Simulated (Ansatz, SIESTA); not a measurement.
## One structure in several programs: La₃Ga (P1, 4 atoms in the cell)

Self-consistent single point, at a second geometry (atoms moved at random). First geometry:

```yaml
crystal:
  lattice:
    - [4.98640, 0.00000, 0.00000]
    - [0.00000, 4.98640, 0.00000]
    - [0.00000, 0.00000, 4.98640]
  atoms:
    - { symbol: La, position: [0.00000, 0.50000, 0.50000] }
    - { symbol: La, position: [0.50000, 0.00000, 0.50000] }
    - { symbol: La, position: [0.50000, 0.50000, 0.00000] }
    - { symbol: Ga, position: [0.00000, 0.00000, 0.00000] }
```

Second geometry:
```
La3Ga
1.0
    4.98640     0.00000     0.00000
    0.00000     4.98640     0.00000
    0.00000     0.00000     4.98640
La Ga
3 1
Direct
  0.99719   0.49366   0.49694
  0.51357   0.99474   0.49668
  0.50131   0.50380   0.00592
  0.98793   0.00780   0.00046
```

Shared settings, as Ansatz (a first-principles code) writes them: kpoints.mp_grid.grid = 7 7 7; scf.occupations.method = fermi_dirac; scf.occupations.width = 0.05 eV. Potentials and cutoffs stand in the table.

```tsv
code	model	ΔF from the first geometry (meV/atom)	pressure (GPa)	largest force (eV/Å)	cutoff
SIESTA	GGA PBEsol, numerical atomic orbitals DZP, PseudoDojo PBEsol standard norm-conserving potentials (rewritten from UPF to PSML)	6.4	-1.59	0.333	grid 400 Ry
Ansatz	PBEsol, PAW files made with PBE	3.2	-3.40	0.175	420 eV
```

Size of the force on each atom (eV/Å): Sizes of forces hide their directions.

```
code      La1    La2    La3    Ga4
------  -----  -----  -----  -----
SIESTA  0.315  0.325  0.333  0.164
Ansatz  0.146  0.159  0.175  0.100
```

The spread over the programs that give each value: ΔF from the first geometry within 3.2 meV/atom; pressure within 1.81 GPa; largest force within 0.158 eV/Å.

SIESTA uses small atom-centred bases, whose incompleteness enters pressures, forces and empty levels differently from a plane-wave cutoff. Ansatz's pressure is given at a fixed set of plane waves, as the other plane-wave codes print theirs.

The starting cell comes from a database of computed structures (which also holds hypothetical and non-ambient phases and stackings), without a prior relaxation at this level. Its lattice was rescaled by a random factor within 2.5 % of one. For this run, on top of that: atoms moved at random.

Left out of this page: CP2K (unsound by tests on forces, stress, charge or solver warnings).

Keys are those of Ansatz 0.2.
